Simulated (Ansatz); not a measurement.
# Effect of tensor shear ε_xz = −0.96 % on Sn

Consider Sn (space group I4_1/amd, No. 141; a = 5.887 Å, c = 3.186 Å; relaxed with 0.1 eV smearing). Axes: x, y, z lie along a, b, c of the conventional cell.

Perturbation: a pure shear with ε_xz = ε_zx = -0.0096, atoms relaxed at fixed cell.

Computed with r2SCAN in Ansatz (plane waves to 500 eV, PAW, without spin-orbit coupling). Γ-centred 21×21×21 mesh, Fermi–Dirac width 0.1 eV.

```tsv
quantity	base	changed	shift
volume per atom	27.60 Å³	27.60 Å³	0.00 Å³
space group	I4_1/amd (No. 141)	C2/m (No. 12)	–
shortest interatomic distance	3.049 Å	3.044 Å	-0.005 Å
energy relative to the base (free energy F)	0 meV/atom	+0.8 meV/atom	+0.8 meV/atom
pressure (mean of the normal stresses, compression positive)	0.0 GPa	0.0 GPa	0.0 GPa
band gap	zero	zero	–
stress (xx, yy, zz, yz, xz, xy; compression positive)	–	(0.0, 0.0, 0.0, 0.0, 0.5, 0.0) GPa	–
```

Final structure:

```yaml
crystal:
  lattice:
    - [-2.95857, 2.94328, 1.62147]
    - [2.92798, -2.94328, 1.56496]
    - [2.95857, 2.94328, -1.62147]
  atoms:
    - { symbol: Sn, position: [0.74966, 0.24887, 0.49921] }
    - { symbol: Sn, position: [0.00034, 0.00113, 0.00079] }
```

The cells carry an imposed strain or load. No phonon test of stability was made.

Ansatz is a program for electronic structure.
